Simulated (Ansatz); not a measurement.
# A constructed model of the (111) surface of fcc Ni, ferromagnetic, a pseudomorphic layer of Al in the other hollow (bottom of the slab: a bare face, its two planes held)

Calculation: PBE (plane waves to 420 eV, PAW; Ansatz, a quantum-chemistry and plane-wave program).

Set-up: 7 atoms, 12.3 Å thick at the start; mesh 17x17x1; 0.1 eV smearing; dipole correction on; 2 atoms held, the rest relaxed; symmetry of the start imposed; spin-polarised, ending with about 3.3 μB a cell; orders that need a larger cell were not tried, no spin-orbit, no U. In PBE it is, or lies within 0.01 eV a 1x1 cell of, the lowest of the 2 structures of its composition computed so far; larger cells were not tried.

```yaml
work_function_of_the_top_face: 4.11 eV
energy_released_by_relaxation: 0.013 eV
magnetic_moment_of_the_cell: 3.32 μB
cost: around 4 core-minutes (rough)
```
